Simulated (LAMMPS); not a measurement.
Pressure dependence of BN (zinc blende) at 1920 K, from the crystal.

Method: classical MD, pair style extep, file BN.extep; code LAMMPS.

```csv
P (GPa),state,volume,coordination number of B by N
0,crystal; no diffusion seen in 30 ps,5.8207 ± 0.0005 Å³/atom,4.00 (counted to 2.18 Å)
2,crystal; no diffusion seen in 30 ps,5.7880 ± 0.0003 Å³/atom,4.00 (counted to 2.18 Å)
5,crystal; no diffusion seen in 30 ps,5.7413 ± 0.0003 Å³/atom,4.00 (counted to 2.18 Å)
```

Caution (row 0): enthalpy drifts during the constant-pressure average: a transition or slow ageing; fluctuation values are void.

Caution: in nature this polymorph isn't the stable one over the whole range of temperature at this pressure, and short runs keep a crystal in its starting form.

Caution: a run this short can hold a crystal over, or a liquid under, the potential's own melting point, which these runs don't give.

Estimate the isothermal bulk modulus at zero pressure. A parabola P(ln V) through the three points gives −dP/d ln V = 350 GPa at zero pressure.

States go by the mean squared displacement: a species diffuses where it passes 1.5 Å², still rises and gives D over 1e-6 cm²/s; a crystal has left its structure where atoms lie 0.35 Å off their sites on average or a cubic box changes its shape by 3 %, or the axial ratios of another lie 8 % off the starting cell's, which the potential's own relaxation can also do.

The ± values are statistical; the model's systematic error is not in them.
